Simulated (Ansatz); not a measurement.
A working Ansatz (a program for electronic structure) input for LuSiRu (Pnma, 12 atoms in the cell) (DFT, PBEsol, plane waves, default PAW files made with PBE):

Ansatz 0.2 input:
```yaml
# LuSiRu
crystal:
  lattice:
    - [6.83838000, 0.00000000, 0.00000000]
    - [0.00000000, 4.23816000, 0.00000000]
    - [0.00000000, 0.00000000, 7.03465000]
  atoms:
    - { symbol: Lu, position: [0.01034000, 0.25000000, 0.18869000] }
    - { symbol: Lu, position: [0.98966000, 0.75000000, 0.81131000] }
    - { symbol: Lu, position: [0.48966000, 0.75000000, 0.68869000] }
    - { symbol: Lu, position: [0.51034000, 0.25000000, 0.31131000] }
    - { symbol: Si, position: [0.19922000, 0.25000000, 0.60718000] }
    - { symbol: Si, position: [0.80078000, 0.75000000, 0.39282000] }
    - { symbol: Si, position: [0.30078000, 0.75000000, 0.10718000] }
    - { symbol: Si, position: [0.69922000, 0.25000000, 0.89282000] }
    - { symbol: Ru, position: [0.15508000, 0.75000000, 0.43567000] }
    - { symbol: Ru, position: [0.84492000, 0.25000000, 0.56433000] }
    - { symbol: Ru, position: [0.34492000, 0.25000000, 0.93567000] }
    - { symbol: Ru, position: [0.65508000, 0.75000000, 0.06433000] }
kpoints:
  mp_grid:
    grid: [4, 7, 4]
hamiltonian:
  xc: pbesol
  pseudopotentials:
    kind: paw
scf:
  occupations:
    method: methfessel_paxton
    width: 0.272
output:
  forces: true
  eigenvalues: true
  stress: true
```

The run converged in 9 iterations: free energy E − TS (on the zero of these files) -84208.3497 eV; Fermi level (on the code's own zero) 16.64 eV; pressure -2.47 GPa; largest force (vector length) 0.095 eV/Å. Each of these slips is then made, one at a time:

(1)
```diff
-    method: methfessel_paxton
-    width: 0.272
+    method: fixed
```

(2)
```diff
+  max_iter: 3
```

**Question.** What happens in each case?

**Answer.** 
(1) Fixed (insulator-type) occupations in a metal. The run converged in 9 iterations without an error; against the sound input the free energy goes up by 14.0 meV/atom, the pressure stays near -2.42 GPa while the yy stress (positive for compression) goes from -2.52 to -1.24 GPa and the largest force goes from 0.095 to 0.184 eV/Å. The full log also holds (shortened here): “WARN: iter 1: σ=0 fill of 90 bands saw a band overlap (occupied 16.8498 eV > unoccupied 16.3741 eV) — on an unconverged iterate often a transient of an (band_overlap_at_count)”.

(2) An iteration limit that is too low. The run ended unconverged after 3 iterations.
```
did not converge after 3 iterations: onsite_residual = 4.40e-3 (threshold 1.00e-7), under the density mixer `msr1`, which `scf.mixing.algorithm: auto` chose by the deck's other keys (type `scf.mixing.algorithm: msr1` to keep it); raise `scf.max_iter`, which need not help a stalled SCF, or adjust the mixing (`scf.mixing`) or, under a smearing, its w [...]
```

The starting cell comes from a database of computed structures (which also holds hypothetical and non-ambient phases and stackings), without a prior relaxation at this level. Spin polarisation is off. Ansatz's pressure includes its estimate of the finite-basis (Pulay) stress.

Left out of this page: 4 runs of the series outside the window shown, repeating another row's setting, or not comparable; 1 run of the series stopped by limits of time or memory.
